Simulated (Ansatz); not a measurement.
The reference is ZnCu2SnS4 (space group I-4, No. 82; a = 5.414 Å, c = 10.823 Å).

Computed with r2SCAN (Ansatz, a quantum-chemistry and plane-wave program, PAW, without spin-orbit coupling), earlier PAW set.

Before the change:

The c/a ratio is 1.999. The valence-band top at Γ is 0.00, -0.07, -0.07 eV.

One thing is altered: every Cu is replaced by Ag; the structure is relaxed again.

What happens to the c/a ratio and valence-band top at Γ?

The c/a ratio falls by 0.132 (1.999 → 1.867); the valence-band top at Γ (three highest levels, from the VBM) becomes 0.00, -0.22, -0.22 eV (base: 0.00, -0.07, -0.07 eV).

The levels and masses belong to the bands next to the band gap. No phonon test of stability was made. As relaxed here, ZnAg2SnS4 is a hypothetical phase, not in the database extracts checked. All final runs are without spin polarisation.
